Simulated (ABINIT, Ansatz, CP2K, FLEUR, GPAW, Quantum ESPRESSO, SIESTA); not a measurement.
# One structure in several programs: NaLiZnS₂ (P3m1, 5 atoms in the cell)

Self-consistent single point.

```xyz
5
Lattice="3.9821 0.0000 0.0000 -1.9910 3.4486 0.0000 0.0000 0.0000 6.8239" Properties=species:S:1:pos:R:3 pbc="T T T"
Na     0.0000     0.0000     0.1785
Li     0.0000     2.2990     2.4337
Zn     1.9910     1.1495     4.1737
S      0.0000     2.2990     5.0074
S      1.9910     1.1495     1.8543
```

All programs got the same cell, k-point mesh and kind of occupations (some realise fixed ones as a very narrow smearing) (in Ansatz's words: kpoints.mp_grid.grid = 10 10 5; scf.occupations.method = fixed); potentials, basis and cutoffs are each program's usual ones.

| code | model | pressure (GPa) | largest force (eV/Å) | gap on the mesh (eV) | k-points | cutoff |
|---|---|---|---|---|---|---|
| FLEUR | PBEsol, all-electron FLAPW (FLEUR), scalar-relativistic valence | – | 0.141 | 1.695 | 58 | Kmax 4.1 1/bohr |
| ABINIT | PBEsol, PAW (JTH v2.0 PBE PAW, files made for PBE) | -2.17 | 0.157 | 1.682 | 58 | 816 eV |
| CP2K | PBEsol, GPW, DZVP-MOLOPT-PBE-GTH basis, GTH-PBE potentials (POTENTIAL_UZH) | -1.35 | – | 1.639 | 252 | grid 1000 Ry |
| Ansatz | PBEsol, PAW files made with PBE | -2.12 | 0.146 | 1.694 | 58 | 30.9 Ry |
| Quantum ESPRESSO | PBEsol, GBRV 1.5 ultrasoft (PBESOL) pseudopotentials | -2.15 | 0.142 | 1.695 | 58 | 50 Ry |
| GPAW | PBEsol, GPAW PAW datasets PBEsol (made by gpaw-setup) | -2.03 | 0.145 | 1.689 | 58 | 850 eV |
| SIESTA | GGA PBEsol, numerical atomic orbitals DZP, PseudoDojo PBEsol standard norm-conserving potentials (rewritten from UPF to PSML) | -1.40 | – | 1.854 | 260 | grid 300 Ry |

Size of the force on each atom (eV/Å): Sizes of forces hide their directions.

```
code                Na1    Li2    Zn3     S4     S5
----------------  -----  -----  -----  -----  -----
FLEUR             0.010  0.018  0.001  0.141  0.109
ABINIT            0.001  0.023  0.019  0.157  0.154
Ansatz            0.008  0.019  0.017  0.146  0.135
Quantum ESPRESSO  0.004  0.021  0.016  0.142  0.133
GPAW              0.006  0.023  0.016  0.145  0.130
```

A dash marks a value that a program does not give, or that is left out as unsure.

Gaps are read on the mesh.

The spread over the programs that give each value: pressure within 0.82 GPa; largest force within 0.016 eV/Å; gap on the mesh within 0.215 eV.

The starting cell comes from a database of computed structures (which also holds hypothetical and non-ambient phases and stackings), without a prior relaxation at this level.

Problem. Why do the programs differ, and what cannot be compared?

Solution. Differences of this kind can come from the potentials, where these differ, and from what each basis and cutoff leave unconverged. The valence holds different numbers of electrons (FLEUR 34, ABINIT 36, CP2K 36, Ansatz (a first-principles code) 36, Quantum ESPRESSO 44, GPAW 32, SIESTA 44). The zero of total energies and Fermi levels follows the potentials and each program's conventions, so they are not compared here. CP2K and SIESTA use small atom-centred bases, whose incompleteness enters pressures, forces and empty levels differently from a plane-wave cutoff. FLEUR treats all electrons, but the usual bases taken here (sphere radii, linearisation, local orbitals, empty states) were not tested for convergence, so the values are no reference for the others. Ansatz's pressure is given at a fixed set of plane waves, as the other plane-wave codes print theirs; with its correction for the finite basis it is -2.09 GPa. The programs reduce the same mesh by symmetry to different extents, which changes the work and not the result. In the gap, SIESTA (by 0.163) lies more than 0.12 eV from the median of the plane-wave programs.

Keys are those of Ansatz 0.2.
